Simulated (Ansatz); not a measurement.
# PtSe2 in the CdI2 type structure (space group P-3m1, No. 164; layered)

```
CELL_PARAMETERS angstrom
      3.77238     0.00000     0.00000
     -1.88619     3.26698     0.00000
      0.00000     0.00000     4.81834
ATOMIC_POSITIONS crystal
  Pt 0.00000 0.00000 0.00000
  Se 0.66667 0.33333 0.26556
  Se 0.33333 0.66667 0.73444
```

Calculations: Kohn–Sham DFT with the PBE-D3(BJ) functional, run in Ansatz (a quantum-chemistry and plane-wave program) with PAW and 420 eV plane waves, no spin-orbit coupling. Settings: 14×14×10 k-points, 0.05 eV Fermi–Dirac smearing.

- Volume per atom: 19.79 Å³
- Density: 9.87 g/cm³
- Band gap: zero
- Total energy: -7821.245 eV/atom (σ→0; compares only within this code and set-up)

Stability against distortions was not tested. All final runs are without spin polarisation. The zero or small gap of PtSe2 can change with the level of theory.
